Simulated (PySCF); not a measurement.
PySCF 2.14.0, TPSSH/def2-svp, df: B(Cl)(Br)(OH) (OB(Cl)Br), 5 atoms. The geometry is a generated start, not checked to be a minimum at this level.

```json
{
  "task": "energy",
  "method": "tpssh",
  "basis": "def2-svp",
  "two_electron_scheme": "density fitting",
  "mol.max_memory": "3000 MB",
  "mf.max_cycle": "100",
  "mf.conv_tol": "1e-09 (default)",
  "mf.grids.level": "3 (default)",
  "basis_functions": "83",
  "grid_points": "77240"
}
```

```xyz
5

B     -0.1900     0.1558    -0.1698
Cl    -1.5691    -0.9211    -0.0944
Br    -0.2799     1.7598    -1.1414
O      0.9535    -0.0991     0.4459
H      1.0855    -0.8954     0.9598
```

With the defaults (mf.DIIS = CDIIS, mf.diis = true, mf.diis_damp = 0, mf.init_guess = minao, mf.damp = 0, mf.diis_start_cycle = 1, mf.diis_space = 8) it converges in 12 Fock builds. One run each on 2 threads, 1 BLAS thread, with these changes:
- mf.diis = false
- mf.damp = 0.7, mf.diis_start_cycle = 8
- mf.init_guess = huckel
- mf.init_guess = 1e
- mf.diis_space = 3
- mf.DIIS = EDIIS
- mf.init_guess = sap
- mf.DIIS = ADIIS
- mf.diis_damp = 0.3

Problem. Which runs fail or end elsewhere than the default run?

Solution. No convergence: mf.DIIS = EDIIS; mf.diis = false (the run ends without SCF convergence in 100 cycles). The rest reach the solution of the defaults.

| setting | Fock builds | end |
|---|---|---|
| mf.diis_damp = 0.3 | 11 | same solution |
| the defaults | 12 | same solution |
| mf.init_guess = huckel | 13 | same solution |
| mf.damp = 0.7, mf.diis_start_cycle = 8 | 14 | same solution |
| mf.init_guess = sap | 14 | same solution |
| mf.diis_space = 3 | 18 | same solution |
| mf.DIIS = ADIIS | 18 | same solution |
| mf.init_guess = 1e | 19 | same solution |
| mf.DIIS = EDIIS | 101 | no convergence |
| mf.diis = false | 101 | no convergence |
